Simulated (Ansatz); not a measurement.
## Sn under a change: isotropic strain −1.00 %

Start from Sn in the diamond structure (space group Fd-3m, No. 227; a = 6.474 Å; relaxed with 0.1 eV smearing).

The change: every lattice vector is shortened by 1.00 %; the atoms relax in the strained cell.

Method: LDA/PAW in Ansatz (a first-principles code), no spin-orbit coupling. k-mesh 16×16×16 (Γ-centred); smearing 0.1 eV (Fermi–Dirac).

| quantity | base | changed | shift |
|---|---|---|---|
| space group | Fd-3m (No. 227) | Fd-3m (No. 227) | – |
| shortest interatomic distance | 2.804 Å | 2.775 Å | -0.0280 Å |
| energy relative to the base (free energy F) | 0 meV/atom | +4.4 meV/atom | +4.4 meV/atom |
| pressure | 0.0 GPa | 1.4 GPa | +1.45 GPa |
| band gap | zero | zero | – |

Final structure:

```yaml
crystal:
  lattice:
    - [0.00000, 3.20487, 3.20487]
    - [3.20487, 0.00000, 3.20487]
    - [3.20487, 3.20487, 0.00000]
  atoms:
    - { symbol: Sn, position: [0.00000, 0.00000, 0.00000] }
    - { symbol: Sn, position: [0.25000, 0.25000, 0.25000] }
```

Cost of the whole job for the changed cell (relaxation, final SCF and bands): around 21 core-seconds (rough).

Whether these cells are dynamically stable was not tested.
